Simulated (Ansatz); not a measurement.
The starting structures come from a database of crystals and need not be the phases stable at ambient conditions.

By LDA and PBEsol, the system below comes out a metal.

```
CELL_PARAMETERS angstrom
      3.32152     0.00000     0.00000
      0.00000     4.05838     0.00000
      1.66076    -2.02919     2.02919
ATOMIC_POSITIONS crystal
  Sn 0.00000 0.00000 0.00000
```

Space group of this cell: I4/mmm. The cell is taken as given; by PBEsol its mean pressure is -1.8 GPa.

The current runs along the normal of the first two printed vectors, the (100) plane. All runs by Ansatz (a quantum-chemistry and plane-wave program), plane waves and PAW, without spin-orbit coupling; the base is PBEsol.

```tsv
run	mean pressure (GPa)	G/A, both spins (10¹⁵ S/m²)
base	-1.8	1.20
all lengths scaled by 0.98	1.5	1.26
all lengths scaled by 1.02	-4.2	1.14
lda in place of pbesol	-3.1	1.20
lengths across the current scaled by 0.98, ions clamped	0.4	___
lengths across the current scaled by 1.02, ions clamped	-3.5	1.16
lengths along the current scaled by 0.97, ions clamped	-0.3	___
lengths along the current scaled by 1.03, ions clamped	-2.9	___
```

What belongs in the gaps?


- lengths across the current scaled by 0.98, ions clamped, G/A, both spins (10¹⁵ S/m²): 1.24
- lengths along the current scaled by 0.97, ions clamped, G/A, both spins (10¹⁵ S/m²): 1.24
- lengths along the current scaled by 1.03, ions clamped, G/A, both spins (10¹⁵ S/m²): 1.18
